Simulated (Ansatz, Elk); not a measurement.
An Ansatz (a first-principles code) input for a self-consistent single point of MgS (Fm-3m, 2 atoms in the cell) (DFT, PBE, plane waves, default PAW files):

Ansatz 0.2 input:
```yaml
# MgS
crystal:
  lattice:
    - [0.00000000, 2.56686000, 2.56686000]
    - [2.56686000, 0.00000000, 2.56686000]
    - [2.56686000, 2.56686000, 0.00000000]
  atoms:
    - { symbol: Mg, position: [0.00000000, 0.00000000, 0.00000000] }
    - { symbol: S, position: [0.50000000, 0.50000000, 0.50000000] }
basis:
  ecutwfc: 420.0 eV
kpoints:
  mp_grid:
    grid: [7, 7, 7]
hamiltonian:
  xc: pbe
  pseudopotentials:
    kind: paw
scf:
  occupations:
    method: fermi_dirac
    width: 0.02 eV
output:
  forces: true
  eigenvalues: true
  stress: true
```

### Question
Give the Elk input for the same structure, mesh, smearing and functional.

### Answer
One input that does it (others would too):

```
tasks
  0

xctype
  20

rgkmax
  7.0

stype
  3

swidth
  0.000734986

avec
    0.0000000000    4.8506624003    4.8506624003
    4.8506624003    0.0000000000    4.8506624003
    4.8506624003    4.8506624003    0.0000000000

sppath
  'species/'

atoms
  2   : nspecies
  'Mg.in'   : spfname
  1   : natoms; atposl, bfcmt below
  0.0000000000  0.0000000000  0.0000000000    0.0 0.0 0.0
  'S.in'   : spfname
  1   : natoms; atposl, bfcmt below
  0.5000000000  0.5000000000  0.5000000000    0.0 0.0 0.0

ngridk
  7 7 7
```

Basis, cutoffs, solver keys and any potentials are the target program's own. This input uses DFT, PBE, all-electron FP-LAPW, Elk's shipped species files, default APW+lo basis. Both were run: gap on the mesh 3.091 eV in Ansatz and 2.904 in Elk.

On Elk: the starting cell comes from a database of computed structures (which also holds hypothetical and non-ambient phases and stackings), without a prior relaxation at this level. Its lattice was rescaled by a random factor within 2.5 % of one. For this run, on top of that: lattice scaled by 0.98. Values depend on the basis (sphere radii, cutoffs, local orbitals), which need not be converged.

On Ansatz: the starting cell comes from a database of computed structures (which also holds hypothetical and non-ambient phases and stackings), without a prior relaxation at this level. Its lattice was rescaled by a random factor within 2.5 % of one. For this run, on top of that: lattice scaled by 0.98. With a pressure of about 5 GPa the cell is away from its equilibrium volume at this level.
